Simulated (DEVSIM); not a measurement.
Structure: Al0.15Ga0.85As/GaAs p-n heterojunction, at 300 K.

Layer 1 from the left is Al0.15Ga0.85As, thickness (μm) 0.160, Na (cm⁻³) 6.4e17, τn (s) 3.8e-10, τp (s) 3.8e-10. Layer 2 from the left is GaAs, thickness (μm) 0.540, Nd (cm⁻³) 1.5e16, τn (s) 3.8e-10, τp (s) 3.8e-10.

Left contact: ohmic. Right contact: ohmic. Voltage is applied to the left contact. Recombination: SRH at mid-gap. Mobility is μmin + (μ − μmin)/(1 + (N/Nref)^α).

The device is made up for the run: typed textbook-type constants, with dimensions and the other settings drawn at random. Values at 300 K.

Al0.15Ga0.85As: gap (eV) 1.611, affinity (eV) 3.9515, permittivity 12.47, Nc (cm⁻³) 5.6e17, Nv (cm⁻³) 9e18, μn (cm²/Vs) 5695, μp (cm²/Vs) 282, μn,min 500, μp,min 20, Nref,n 6e16, Nref,p 1.5e17, αn 0.39, αp 0.38. GaAs: gap (eV) 1.424, affinity (eV) 4.07, permittivity 12.9, Nc (cm⁻³) 4.7e17, Nv (cm⁻³) 9e18, μn (cm²/Vs) 8500, μp (cm²/Vs) 400, μn,min 500, μp,min 20, Nref,n 6e16, Nref,p 1.5e17, αn 0.39, αp 0.38.

Simulated with DEVSIM: 1D drift-diffusion, Boltzmann statistics, complete ionisation; no tunnelling, impact ionisation, image-force lowering or self-heating. Band offsets follow the typed affinities; no thermionic-emission limit at abrupt steps, no polarisation charge.

Problem. What does the simulation give for the dark forward voltage at 1 A/cm², the largest field in the device at zero bias?

Solution. dark forward voltage at 1 A/cm² 0.989 V; largest field in the device at zero bias 96000 V/cm.
